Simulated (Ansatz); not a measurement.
# TlBr: band gap against strain

TlBr (CsCl type, Pm-3m, 28.301 Å³/atom at rest, cube axes along x, y and z) under a strain ε along a cube axis (axis z), the other axes held. LDA in Ansatz, a plane-wave DFT program (PAW, default set), 420 eV, 9×9×9 Γ-centred mesh, Fermi-Dirac smearing 0.05 eV; ions are relaxed within the symmetry of each cell. Gaps are the smallest over the k-mesh and a band path, without spin-orbit coupling; in all rows the valence edge lies at about 0.8 Å⁻¹ from Γ and the conduction edge at about 0.8 Å⁻¹ from Γ.

Here s stands for strain and Eg for gap.

| strain (%) | gap (eV) |
|---|---|
| -3.00 | ? |
| -1.50 | 1.24 |
| -1.00 | 1.28 |
| -0.50 | 1.32 |
| 0.00 | 1.37 |

Q: Using a straight line, estimate the missing Eg at s = -3.00 from the other rows, showing the fit.

A: Means: s -0.75000, Eg 1.302. About the means, the sum of products is 0.10750 and the sum of squares of s is 1.2500; the slope is their ratio. Least squares gives Eg = 1.367 + 0.0860·s. Residuals (row less fit): 0.002, -0.001, -0.004, 0.003; standard error 0.004 (degrees of freedom: 2). Over these rows the gap moves by 8.6 ± 0.3 eV per unit strain. At the withheld row, Eg = 1.367 + 0.0860 × (-3.0) = 1.109 eV. The calculation gives 1.11 eV, which the fit meets to the printed digits. The row lies outside the fitted rows, so this is an extrapolation. The fitted rows scatter only by rounding.

The primitive cell can neither tilt nor turn polar against its symmetry, as such crystals can under strain. Spin-orbit coupling is left out, which can shift this property for TlBr. Rows are the converged runs of the series near zero and its far end; series whose fitted rows scatter by over a few per cent of the range, as at a crossing or softening among them, aren't shown in this form. Most that stay on the fit to the last digits aren't either.
